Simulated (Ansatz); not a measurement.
Input:

End structure of a constructed model of the (111) surface of fcc Pt, a layer of Ti in place of the second plane (bottom of the slab: a bare face, its two planes held):

```
CELL_PARAMETERS angstrom
      2.80721     0.00000     0.00000
     -1.40361     2.43112     0.00000
      0.00000     0.00000    28.00000
ATOMIC_POSITIONS crystal
  Pt 0.33333 0.66667 0.29021
  Pt 0.66667 0.33333 0.37207
  Pt 0.00000 0.00000 0.45456
  Pt 0.33333 0.66667 0.54056
  Ti 0.66667 0.33333 0.61787
  Pt 0.00000 0.00000 0.69418
```

Set-up: 6 atoms, 11.7 Å thick at the start; mesh 15x15x1; 0.1 eV smearing; dipole correction on; 2 atoms held, the rest relaxed; symmetry of the start imposed; no spin, no spin-orbit, no U. It is one candidate, not shown to be the stable structure of the face.

**Question.** What work function of the top face does PBE in Ansatz (a first-principles code) give?

**Answer.** 4.57 eV
